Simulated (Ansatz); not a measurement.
**Habitual settings against a tight run: Cu3AsSe4 (I-42m, 8 atoms in the cell)**

Self-consistent single point.

```yaml
crystal:
  lattice:
    - [-2.75194, 2.75194, 5.46983]
    - [2.75194, -2.75194, 5.46983]
    - [2.75194, 2.75194, -5.46983]
  atoms:
    - { symbol: Cu, position: [0.25000, 0.75000, 0.50000] }
    - { symbol: Cu, position: [0.75000, 0.25000, 0.50000] }
    - { symbol: Cu, position: [0.50000, 0.50000, 0.00000] }
    - { symbol: As, position: [0.00000, 0.00000, 0.00000] }
    - { symbol: Se, position: [0.87509, 0.38261, 0.00000] }
    - { symbol: Se, position: [0.61739, 0.61739, 0.49248] }
    - { symbol: Se, position: [0.38261, 0.87509, 0.00000] }
    - { symbol: Se, position: [0.12491, 0.12491, 0.50752] }
```

Computed with PBEsol, default PAW files made with PBE (plane waves; Ansatz, an electronic-structure program).

Base settings: basis.ecutwfc = 420 eV; kpoints.mp_grid.grid = 6 6 6; kpoints.mp_grid.shift = 0.5 0.5 0.5; hamiltonian.xc = pbesol; hamiltonian.pseudopotentials = {kind: paw} (the program's default PAW files); scf.occupations.method = methfessel_paxton; scf.occupations.width = 0.272 eV.

Tight run (finer mesh or higher cutoff; not a proven limit): basis.ecutwfc: 420 eV → 590 eV; kpoints.mp_grid.grid: 6 6 6 → 9 9 9; scf.convergence.dr2_threshold: default (1e-07 eV) → 1e-09 eV. It gave Fermi level (on the code's own zero) 9.65 eV; pressure 0.96 GPa; largest force (vector length) 0.257 eV/Å.

Quick runs, as changes from the base:
- A: the base itself
- B: basis.ecutwfc: 420 eV → 210 eV; kpoints.mp_grid.grid: 6 6 6 → 4 4 4
- C: basis.ecutwfc: 420 eV → 295 eV; kpoints.mp_grid.grid: 6 6 6 → 4 4 4
- D: kpoints.mp_grid.grid: 6 6 6 → 4 4 4; scf.occupations.method: methfessel_paxton → gaussian; scf.occupations.width: 0.272 eV → 0.136 eV
- E: basis.ecutwfc: 420 eV → 335 eV; kpoints.mp_grid.grid: 6 6 6 → 2 2 2
- F: basis.ecutwfc: 420 eV → 250 eV; kpoints.mp_grid.grid: 6 6 6 → 1 1 1; scf.occupations.method: methfessel_paxton → fermi_dirac; scf.occupations.width: 0.272 eV → 0.136 eV

Energies are extrapolated to zero smearing width, which holds to low order in the width alone.

The count of work is k-points × plane waves × bands × iterations; it is no time. 

Pressures in the table are Ansatz's without its Pulay estimate, at a fixed set of plane waves; the tight run's value above holds the estimate.

The starting cell comes from a database of computed structures (which also holds hypothetical and non-ambient phases and stackings), without a prior relaxation at this level. Its lattice was rescaled by a random factor within 2.5 % of one. Spin polarisation is off. The run gives no clean gap (levels at the Fermi energy touch, overlap or are partly filled at this smearing), which alone does not show that the compound is a metal.

```tsv
run	energy less tight (meV/atom)	pressure less tight (GPa)	largest miss in a force vector (eV/Å)	count of work / tight
A	1.4	-0.04	0.003	0.17
B	5481.8	-209.78	0.685	0.041
C	159.5	-11.85	0.052	0.052
D	2.1	-0.02	0.024	0.068
E	28.4	-1.85	0.279	0.017
F	1259.2	-59.97	1.225	0.0049
```

Among the runs at the tight run's level, the energy misses run from 1.4 to 5481.8 meV/atom.

Keys are those of Ansatz 0.2.
